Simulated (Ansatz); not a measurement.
Consider HgSe in the zinc blende structure (space group F-43m, No. 216; a = 6.063 Å). Axes: x, y, z lie along the cube axes.

Level of theory: LDA/PAW in Ansatz (a first-principles code), scalar-relativistic without spin-orbit coupling.

Strains are applied to the cell and any free atomic positions relax.

One change was made to it. Results:

```json
[
 {"quantity": "valley order (the lowest conduction-band minima on the path, energy above the VBM, named in the base's zone)", "base": "–", "after": "Γ 0.02 eV; L along [1-1-1] 0.75 eV; L along [111] 1.07 eV"},
 {"quantity": "energy relative to the base (free energy F)", "base": "0 meV/atom", "after": "+3.2 meV/atom"}
]
```

**Question.** Which of these changes matches the shifts?
A. tensor shear ε_xy = +1.14 %
B. tensor shear ε_xy = +2.00 %
C. tensor shear ε_xy = +0.57 %

**Answer.** B, tensor shear ε_xy = +2.00 %. For comparison, the valley order in the other runs: tensor shear ε_xy = +0.57 % gives Γ 0.02 eV; L along [1-11] 0.91 eV; L along [11-1] 1.00 eV; tensor shear ε_xy = +1.14 % gives Γ 0.04 eV; L along [1-1-1] 0.86 eV; L along [111] 1.04 eV.

Spin-orbit coupling, missing from the scalar runs, can matter with Hg. Stability against distortions was not tested. The final runs are not spin-polarised.
